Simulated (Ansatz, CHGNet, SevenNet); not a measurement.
Lattice constant a of A15 Nb3Pb: levels of theory against measurement

Reference value: 5.333 Å (measured, temperature not stated, copied from a table, unchecked, no zero-point or thermal correction; as tabulated in Journal of Applied Physics 45, 4590 (1974)).

| level (code) | value (Å) | difference (%) |
|---|---|---|
| CHGNet 0.3.0 (CHGNet) | 5.384 | +0.96 |
| SevenNet-0 (SevenNet) | 5.382 | +0.92 |
| SevenNet-l3i5 (SevenNet) | 5.386 | +0.99 |
| LDA (Ansatz) | 5.270 | -1.18 |
| PBE (Ansatz) | 5.372 | +0.73 |
| PBEsol (Ansatz) | 5.308 | -0.47 |

The reference's temperature isn't stated, so close values are not ranked against it.

The reference has no zero-point or thermal correction, while the calculations are for a static lattice, so the differences are not the levels' errors alone. A static lattice is as a rule a little smaller than the measured one.  Density-functional levels without +SOC have no spin–orbit coupling. Ansatz's density-functional and Hartree–Fock values are scalar-relativistic unless marked +SOC, with PAW data made under PBE.

Machine-learned potentials (CHGNet 0.3.0, SevenNet-0, SevenNet-l3i5) are trained on DFT data, which may include these solids.

Differences are worked out from the printed values.

Ansatz is a program for electronic structure.
